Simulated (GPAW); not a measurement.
GPAW run on V (Im-3m, 1 atom in the cell): self-consistent single point.

Computed with PBE, GPAW PAW datasets PBE (gpaw-data 1.0.1) (plane waves; GPAW).

```xyz
1
Lattice="-1.5074 1.5074 1.5074 1.5074 -1.5074 1.5074 1.5074 1.5074 -1.5074" Properties=species:S:1:pos:R:3 pbc="T T T"
V      0.0000     0.0000     0.0000
```

Reference input (self-consistent single point, DFT PBE, plane waves, GPAW PAW datasets PBE (gpaw-data 1.0.1)): mode = pw; ecut = 800 eV; xc = PBE; kpts = 5 5 5; mesh shift (steps) = 0 0 0; occupations.name = methfessel-paxton; occupations.width = 0.1 eV; occupations.order = 0; nbands = -7; symmetry.symmorphic = false; symmetry.tolerance = 0.0005; maxiter = 120. This run's input differs from it in these lines:

```diff
@@ -12,2 +12,3 @@
 calc = GPAW(mode=PW(800),
+            h=0.25,
             xc='PBE',
```

Log, with long lists cut:

```
Input parameters:
  h: 0.25
  kpts: [5 5 5]
  maxiter: 120
  mode: {ecut: 800.0,
         name: pw}
  nbands: -7
  occupations: {name: methfessel-paxton,
                order: 0,
                width: 0.1}
  symmetry: {symmorphic: False,
             tolerance: 0.0005}
  xc: PBE

species:
  V:
    name: Vanadium
    Z: 23.0
    valence: 13
    core: 10
    charge: 0.0
    file: V.PBE.gz

    # Using partial waves for V as LCAO basis

Reference energy: -25820.495562  # eV

Spin-paired calculation

Convergence criteria:
 Maximum [total energy] change in last 3 cyles: 0.0005 eV / valence electron
 Maximum integral of absolute [dens]ity change: 0.0001 electrons / valence electron
 Maximum integral of absolute [eigenst]ate change: 4e-08 eV^2 / valence electron
 Maximum number of scf [iter]ations: 120

Symmetries present (total): 48
Symmetries with fractional translations: 0
125 k-points: 5 x 5 x 5 Monkhorst-Pack grid
10 k-points in the irreducible part of the Brillouin zone
       k-points in crystal coordinates                weights
   0:     0.00000000    0.00000000    0.00000000          1/125
   1:     0.20000000    0.00000000    0.00000000         12/125
   2:     0.20000000    0.20000000   -0.20000000          6/125
   [... 7 lines left out ...]

Traceback (most recent call last):
   [... frames left out ...]
AssertionError
```

The program stopped before any SCF iteration. 

The starting cell has typed, rounded lattice constants, without a prior relaxation at this level. Its lattice was rescaled by up to half a per cent.
